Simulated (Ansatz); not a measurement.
Reference: Li$_{3}$Bi (Fm-3m), PBEsol, rigid bands (plane waves, PAW, scalar-relativistic; Ansatz, a program for electronic structure); axes and stresses refer to this cell.

```yaml
crystal:
  lattice:
    - [0.00000, 3.32623, 3.32623]
    - [3.32623, 0.00000, 3.32623]
    - [3.32623, 3.32623, 0.00000]
  atoms:
    - { symbol: Li, position: [0.75000, 0.75000, 0.75000] }
    - { symbol: Li, position: [0.25000, 0.25000, 0.25000] }
    - { symbol: Li, position: [0.50000, 0.50000, 0.50000] }
    - { symbol: Bi, position: [0.00000, 0.00000, 0.00000] }
```

* **Seebeck coefficient, n-type 1e19 cm⁻³**: -269 μV/K
* **band gap**: 0.39 eV
* **Seebeck coefficient, p-type 1e19 cm⁻³**: 374 μV/K

Question: Change: functional r2SCAN on the same cell. What happens to Seebeck coefficient, n-type 1e19 cm⁻³, band gap, Seebeck coefficient, p-type 1e19 cm⁻³?

Answer: Seebeck coefficient, n-type 1e19 cm⁻³ moves little, to -264 μV/K; band gap grows to 0.77 eV; Seebeck coefficient, p-type 1e19 cm⁻³ moves little, to 378 μV/K.

Seebeck coefficients are for the stated density at 300 K, with one relaxation time for all states and whether or not that doping can be reached. Spin-orbit coupling is left out unless a row names it; without it the gap and masses of crystals with these elements can be far off. 

Computed structure with no diffraction record at hand here (it may be known, metastable or hypothetical): Li3Bi (Fm-3m).
